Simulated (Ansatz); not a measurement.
Take CdTe in the zinc blende structure (space group F-43m, No. 216; a = 6.489 Å) as the base.

Modification: hydrostatic tension (pressure −2 GPa).

Levels (all Ansatz, a quantum-chemistry and plane-wave program, PAW): PBEsol (420 eV, spin-orbit coupling left out); r2SCAN (500 eV, without spin-orbit coupling); HSE06 (420 eV, no spin-orbit coupling).

At the geometry relaxed with PBEsol, these levels gave the following band gaps, in shuffled order: (a) 1.43 eV, (b) 1.09 eV, (c) 0.49 eV.

Task: Match each gap to its level.

Result: (a) HSE06; (b) r2SCAN; (c) PBEsol.

Single points use the geometry relaxed with PBEsol. Spin-orbit coupling, missing from the scalar runs, can matter with Te. Load acts through the strain it causes; cell and atoms are relaxed under it. Stability against distortions was not tested.
